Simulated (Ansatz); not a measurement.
# A computed series for HfS2: response to strain

Consider HfS2 in the CdI2 type structure (space group P-3m1, No. 164; a = 3.5475 Å, c = 5.5768 Å; layered, stacked along the Cartesian z axis). Axes: x lies along a and z along c of the hexagonal cell.

Strains are applied to the cell and any free atomic positions relax; under biaxial strain the out-of-plane vector relaxes too.

All numbers come from Ansatz (a quantum-chemistry and plane-wave program) PBEsol-D3(BJ), no SOC.

Notes on the quantities. pressure: mean of the normal stresses, compression positive.

```json
[
 {"change": "base", "pressure": "0.01 GPa", "volume per atom": "20.26 Å³", "smallest direct gap": "1.50 eV"},
 {"change": "biaxial strain −3.00 %, plane normal [001], relaxed out of plane", "pressure": "3.98 GPa", "volume per atom": "19.23 Å³", "smallest direct gap": "1.17 eV"},
 {"change": "biaxial strain −2.00 %, plane normal [001], relaxed out of plane", "pressure": "2.56 GPa", "volume per atom": "19.57 Å³", "smallest direct gap": "1.32 eV"},
 {"change": "biaxial strain −1.50 %, plane normal [001], relaxed out of plane", "pressure": "1.88 GPa", "volume per atom": "19.75 Å³", "smallest direct gap": "(withheld)"},
 {"change": "biaxial strain −1.00 %, plane normal [001], relaxed out of plane", "pressure": "1.23 GPa", "volume per atom": "19.92 Å³", "smallest direct gap": "1.41 eV"},
 {"change": "biaxial strain +0.50 %, plane normal [001], relaxed out of plane", "pressure": "-0.58 GPa", "volume per atom": "20.43 Å³", "smallest direct gap": "1.54 eV"},
 {"change": "biaxial strain +1.00 %, plane normal [001], relaxed out of plane", "pressure": "-1.14 GPa", "volume per atom": "20.59 Å³", "smallest direct gap": "1.56 eV"},
 {"change": "biaxial strain +2.00 %, plane normal [001], relaxed out of plane", "pressure": "(withheld)", "volume per atom": "20.92 Å³", "smallest direct gap": "1.50 eV"},
 {"change": "biaxial strain +2.50 %, plane normal [001], relaxed out of plane", "pressure": "(withheld)", "volume per atom": "(withheld)", "smallest direct gap": "1.47 eV"},
 {"change": "biaxial strain +3.00 %, plane normal [001], relaxed out of plane", "pressure": "-3.17 GPa", "volume per atom": "21.25 Å³", "smallest direct gap": "1.45 eV"}
]
```

Some entries are withheld; estimate them.


- biaxial strain −1.50 %, plane normal [001], relaxed out of plane, smallest direct gap: 1.37 eV
- biaxial strain +2.00 %, plane normal [001], relaxed out of plane, pressure: -2.19 GPa
- biaxial strain +2.50 %, plane normal [001], relaxed out of plane, pressure: -2.69 GPa
- biaxial strain +2.50 %, plane normal [001], relaxed out of plane, volume per atom: 21.08 Å³

With Hf present, leaving out spin-orbit coupling can change the band edges. Stability against distortions was not tested.
